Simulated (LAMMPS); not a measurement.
MD of Cu3Au (L1_2) at zero pressure over temperature, 4000 atoms; each row names its start.

Model: classical MD, pair style eam, the elements' _u3.eam files (universal-3 set of Foiles, Baskes and Daw), run in LAMMPS.

| T (K), start | state | volume | enthalpy | first peak of g(r), Au-Cu | coordination number of Au by Cu | D(Au) | D(Cu) |
|---|---|---|---|---|---|---|---|
| 100, crystal | crystal; no diffusion seen in 30 ps | 13.2752 ± 0.0001 Å³/atom | -3.6622 ± 0.0001 eV/atom | 2.66 Å, height 17.8 | 12.0 (counted to 3.58 Å) | - | - |
| 200, crystal | crystal; no diffusion seen in 30 ps | 13.3333 ± 0.0001 Å³/atom | -3.6360 ± 0.0001 eV/atom | 2.66 Å, height 12.5 | 12.0 (counted to 3.62 Å) | - | - |
| 300, crystal | crystal; no diffusion seen in 30 ps | 13.3937 ± 0.0002 Å³/atom | -3.6095 ± 0.0001 eV/atom | 2.66 Å, height 10.3 | 12.0 (counted to 3.58 Å) | - | - |
| 540, crystal | crystal; no diffusion seen in 30 ps | 13.5500 ± 0.0001 Å³/atom | -3.5446 ± 0.0001 eV/atom | 2.66 Å, height 7.5 | 12.0 (counted to 3.62 Å) | - | - |
| 720, crystal | crystal; no diffusion seen in 30 ps | 13.6789 ± 0.0004 Å³/atom | -3.4943 ± 0.0001 eV/atom | 2.65 Å, height 6.5 | 12.0 (counted to 3.62 Å) | - | - |
| 900, crystal | crystal; no diffusion seen in 30 ps | 13.8194 ± 0.0004 Å³/atom | -3.4423 ± 0.0001 eV/atom | 2.66 Å, height 5.5 | 12.0 (counted to 3.62 Å) | - | - |
| 1080, crystal | crystal; no diffusion seen in 30 ps | 13.9737 ± 0.0006 Å³/atom | -3.3883 ± 0.0002 eV/atom | 2.66 Å, height 5.0 | 12.0 (counted to 3.66 Å) | - | - |
| 1260, crystal | crystal; no diffusion seen in 30 ps | 14.153 ± 0.001 Å³/atom | -3.3298 ± 0.0004 eV/atom | 2.65 Å, height 4.4 | 12.0 (counted to 3.66 Å) | - | - |
| 1440, crystal | liquid | 14.817 ± 0.002 Å³/atom | -3.1724 ± 0.0004 eV/atom | 2.61 Å, height 2.7 | 10.9 (counted to 3.70 Å) | (3.8 ± 0.2) × 10^-5 cm²/s | (4.19 ± 0.03) × 10^-5 cm²/s |
| 1080, melt | liquid | 14.365 ± 0.002 Å³/atom | -3.2955 ± 0.0004 eV/atom | 2.63 Å, height 3.1 | 11.1 (counted to 3.66 Å) | (1.60 ± 0.02) × 10^-5 cm²/s | (1.80 ± 0.06) × 10^-5 cm²/s |
| 1200, melt | liquid | 14.518 ± 0.002 Å³/atom | -3.2526 ± 0.0005 eV/atom | 2.61 Å, height 3.0 | 11.2 (counted to 3.70 Å) | (2.04 ± 0.04) × 10^-5 cm²/s | (2.37 ± 0.04) × 10^-5 cm²/s |
| 1320, melt | liquid | 14.669 ± 0.001 Å³/atom | -3.2118 ± 0.0003 eV/atom | 2.62 Å, height 2.9 | 11.0 (counted to 3.70 Å) | (2.82 ± 0.07) × 10^-5 cm²/s | (3.15 ± 0.07) × 10^-5 cm²/s |
| 1500, melt | liquid | 14.897 ± 0.002 Å³/atom | -3.1516 ± 0.0003 eV/atom | 2.62 Å, height 2.7 | 10.8 (counted to 3.70 Å) | (3.9 ± 0.1) × 10^-5 cm²/s | (4.50 ± 0.06) × 10^-5 cm²/s |
| 1680, melt | liquid | 15.130 ± 0.001 Å³/atom | -3.0926 ± 0.0002 eV/atom | 2.59 Å, height 2.5 | 10.9 (counted to 3.74 Å) | (5.4 ± 0.1) × 10^-5 cm²/s | (6.15 ± 0.05) × 10^-5 cm²/s |
| 1920, melt | liquid | 15.447 ± 0.003 Å³/atom | -3.0162 ± 0.0005 eV/atom | 2.58 Å, height 2.4 | 10.6 (counted to 3.74 Å) | (7.4 ± 0.3) × 10^-5 cm²/s | (8.8 ± 0.2) × 10^-5 cm²/s |

Caution (rows 540, crystal; 720, crystal; 900, crystal; 1080, crystal; 1260, crystal): in nature this polymorph isn't the stable one over the whole range of temperature at this pressure, and short runs keep a crystal in its starting form.

Caution (rows 540, crystal; 720, crystal; 900, crystal; 1080, crystal; 1260, crystal; 1440, crystal; 1080, melt; 1200, melt; 1320, melt; 1500, melt; 1680, melt; 1920, melt): a run this short can hold a crystal over, or a liquid under, the potential's own melting point, which these runs don't give.

From the crystal rows between 100 and 300 K, estimate the mean linear expansion coefficient and the heat capacity. The slope of ln V over three gives 15 × 10^-6 /K, and dH/dT = 3.1 kB/atom. Nuclei are classical here, so the heat capacity stays near 3 kB/atom, where a real crystal's falls off below its Debye temperature.

Fit an Arrhenius law to the diffusion of Au in the liquid. ln D against 1/T from 1080 to 1920 K gives an activation energy of 0.33 eV and D0 = 0.00052 cm²/s.

Fit an Arrhenius law to the diffusion of Cu in the liquid. ln D against 1/T from 1080 to 1920 K gives an activation energy of 0.34 eV and D0 = 0.00064 cm²/s.

States go by the mean squared displacement: a species diffuses where it passes 1.5 Å², still rises and gives D over 1e-6 cm²/s; a crystal has left its structure where atoms lie 0.35 Å off their sites on average or a cubic box changes its shape by 3 %, or the axial ratios of another lie 8 % off the starting cell's, which the potential's own relaxation can also do.

Errors of D are the spread over four groups of atoms in one short run; a floor of about 5 %, a picked value, is safer.

Errors shown are sampling errors alone.
